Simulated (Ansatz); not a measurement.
Base system: SnTe in the rock salt structure (space group Fm-3m, No. 225; a = 6.235 Å). Axes: x, y, z lie along the cube axes.

Level of theory: Kohn–Sham DFT with the LDA functional, run in Ansatz (an electronic-structure program) with PAW and 420 eV plane waves, scalar-relativistic without spin-orbit coupling.

Now apply this change: an isotropic linear strain of +1.50 %; the atoms relax in the strained cell.

### Question
Predict the stress tensor and what it implies for the stiffness.

### Answer
Stress of the strained cell less that of the base (GPa, compression positive):
```
  -2.04    0.00    0.00
   0.00   -2.04    0.00
   0.00    0.00   -2.04
```

Then B = −ΔP/(ΔV/V₀) with ΔV/V₀ = 0.0457 gives secant stiffness values (nonlinear terms included at this strain): B ≈ 45 GPa.

As a check, the harmonic strain energy −½ V₀ Δσ:ε is 8.7 meV/atom; the computed energy rise is 9.2 meV/atom.

No phonon test of stability was made.
